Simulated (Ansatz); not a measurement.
## Short convergence ladders for Ti₃In (P3m1, 8 atoms in the cell)

```xyz
8
Lattice="5.9206 0.0000 0.0000 -2.9603 5.1274 0.0000 0.0000 0.0000 4.7883" Properties=species:S:1:pos:R:3 pbc="T T T"
Ti     0.0000     1.6942     1.1971
Ti     2.9603     3.4332     3.5912
Ti     4.4534     0.8471     3.5912
Ti    -1.4931     4.2803     1.1971
Ti     1.4931     4.2803     1.1971
Ti     1.4672     0.8471     3.5912
In     0.0000     3.4183     3.6412
In     2.9603     1.7091     1.1971
```

Base method: LDA (PW92), default PAW files made with PBE (plane waves; Ansatz, a program for electronic structure).

Base settings: basis.ecutwfc = 420 eV; kpoints.mp_grid.grid = 5 5 5; hamiltonian.xc = lda; hamiltonian.pseudopotentials = {kind: paw} (the program's default PAW files); scf.occupations.method = fermi_dirac; scf.occupations.width = 0.1 eV.

The count of work is k-points × plane waves × bands × iterations; it is no time. 

**The k-point mesh**

The second cell is the first with its lattice scaled by 0.98.

Only quantities that move along the ladder and can be compared are tabulated.

```tsv
kpoints.mp_grid.grid	free energy less the last step's (meV/atom)	energy of the compressed cell less the first (meV/atom)	pressure (GPa)	largest difference of a force vector from the last step's (eV/Å)	count of work / last
1 1 1	-11.41	-44.92	-9.60	1.093	0.0045
2 2 2	26.35	-32.20	-7.84	0.079	0.016
4 4 4	-0.39	-33.37	-8.04	0.001	0.052
5 5 5	-0.24	-33.50	-8.05	0.003	0.075
5 5 6	-0.15	-33.43	-8.05	0.000	0.095
6 6 7	0.03	-33.41	-8.04	0.002	0.15
9 9 10	0.00	-33.40	-8.04	0.000	0.40
11 11 12	0.00	-33.40	-8.04	0.000	0.64
13 13 14	0.00	-33.40	-8.04	0.000	1.0
```

Coarsest kpoints.mp_grid.grid that holds the pressure within 1 GPa of the last step, with all finer ones: 2 2 2, at 0.016 of the last step's count of work; the step before is off by 1.6 GPa.

Coarsest kpoints.mp_grid.grid that holds the forces within 0.02 eV/Å of the last step, with all finer ones: 4 4 4, at 0.052 of the last step's count of work; the step before is off by 0.079 eV/Å.

Coarsest kpoints.mp_grid.grid that holds the energy of the compressed cell less the first within 2 meV/atom of the last step, with all finer ones: 2 2 2, at 0.016 of the last step's count of work; the step before is off by 12 meV/atom.

**The k-point mesh at a smearing width of 0.3 eV**

In this ladder: scf.occupations.width = 0.3 eV.

Only quantities that move along the ladder and can be compared are tabulated.

| kpoints.mp_grid.grid | largest difference of a force vector from the last step's (eV/Å) | count of work / last |
|---|---|---|
| 3 3 3 | 0.013 | 0.019 |
| 4 4 4 | 0.001 | 0.035 |
| 5 5 5 | 0.000 | 0.051 |
| 6 6 6 | 0.000 | 0.090 |
| 7 7 8 | 0.000 | 0.14 |
| 9 9 9 | 0.000 | 0.23 |
| 10 10 11 | 0.000 | 0.33 |
| 15 15 16 | 0.000 | 1.0 |

Coarsest kpoints.mp_grid.grid that holds the forces within 0.01 eV/Å of the last step, with all finer ones: 4 4 4, at 0.035 of the last step's count of work; the step before is off by 0.013 eV/Å.

**The width of cold smearing**

In this ladder: kpoints.mp_grid.grid = 8 8 8; scf.occupations.method = cold.

Narrow widths need finer meshes than wide ones, so the last steps can hold mesh noise.

Only quantities that move along the ladder and can be compared are tabulated; pressure and forces are left out, as mesh noise rules them at narrow widths.

```tsv
scf.occupations.width	free energy less the last step's (meV/atom)
1 eV	-10.58
0.5 eV	15.60
0.3 eV	10.11
0.2 eV	3.87
0.1 eV	0.59
0.05 eV	0.00
```

Widest scf.occupations.width that holds the free energy within 5 meV/atom of the last step, with all finer ones: 0.2 eV; the step before is off by 10 meV/atom.

On the base run: the starting cell comes from a database of computed structures (which also holds hypothetical and non-ambient phases and stackings), without a prior relaxation at this level. Its lattice was rescaled by up to half a per cent. One atom was moved a little off its site on purpose. Spin polarisation is off. In the base run, with a pressure of about -8 GPa the cell is away from its equilibrium volume at this level. Ansatz's pressure includes its estimate of the finite-basis (Pulay) stress.

Left out of this page: 2 runs of the series outside the window shown, repeating another row's setting, or not comparable.

Keys are those of Ansatz 0.2.
